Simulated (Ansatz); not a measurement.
The starting structures come from a database of crystals and need not be the phases stable at ambient conditions.

By PBEsol, the system below comes out a metal.

A figure of merit of an interconnect metal is its ballistic conductance per area.

```yaml
crystal:
  lattice:
    - [6.40923, 0.00000, 0.00000]
    - [2.70234, 5.81168, 0.00000]
    - [1.23563, -3.29990, 1.85006]
  atoms:
    - { symbol: Ni, position: [0.33333, 0.91667, 0.25000] }
    - { symbol: Ni, position: [0.66667, 0.08333, 0.75000] }
    - { symbol: Ni, position: [0.00000, 0.00000, 0.00000] }
    - { symbol: Ni, position: [0.00000, 0.50000, 0.50000] }
    - { symbol: Ge, position: [0.33333, 0.41667, 0.75000] }
    - { symbol: Ge, position: [0.66667, 0.58333, 0.25000] }
```

Space group of this cell: P6_3/mmc. The cell is taken as given; by PBEsol its mean pressure is -1.2 GPa.

The current flows along the normal of the first two printed cell vectors, the (111) plane of the conventional cell. No spin-orbit coupling; the value is a mean over 0.1 eV about the Fermi level.

Question: Compute, with Ansatz (an electronic-structure program) with PBEsol, the ballistic conductance per area.

Answer: 0.93 × 10¹⁵ S/m² for both spins.
